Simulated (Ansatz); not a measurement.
## MoS2: response to strain

Take MoS₂ (space group P6_3/mmc, No. 194; a = 3.1493 Å, c = 12.0895 Å; layered, stacked along the Cartesian z axis) as the base.

Strains are applied to the cell and any free atomic positions relax.

Computed with PBE-D3(BJ) (Ansatz, a program for electronic structure), without spin-orbit coupling.

Notes on the quantities. pressure: mean of the normal stresses, compression positive; energy relative to the base: free energy F.

| change | hole mass | pressure | energy relative to the base | band gap | smallest direct gap |
|---|---|---|---|---|---|
| base | 1.0 mₑ along c, 0.61 mₑ across (at Γ) | 0.00 GPa | 0 meV/atom | 0.77 eV | 1.70 eV |
| isotropic strain −3.00 % | 1.0 mₑ along c, 0.60 mₑ across (at Γ) | 8.38 GPa | +36 meV/atom | 0.55 eV | 1.83 eV |
| isotropic strain −2.40 % | 1.0 mₑ along c, 0.60 mₑ across (at Γ) | 6.42 GPa | +23 meV/atom | 0.61 eV | 1.93 eV |
| isotropic strain −1.80 % | 1.0 mₑ along c, 0.61 mₑ across (at Γ) | 4.61 GPa | +13 meV/atom | 0.65 eV | 1.89 eV |
| isotropic strain −1.20 % | 1.0 mₑ along c, 0.61 mₑ across (at Γ) | 2.94 GPa | +5.5 meV/atom | 0.70 eV | 1.82 eV |
| isotropic strain −0.60 % | 1.0 mₑ along c, 0.61 mₑ across (at Γ) | 1.41 GPa | +1.3 meV/atom | 0.74 eV | 1.76 eV |

Masses are band curvatures over ±0.01 Å⁻¹ around the edge. Whether these cells are dynamically stable was not tested.
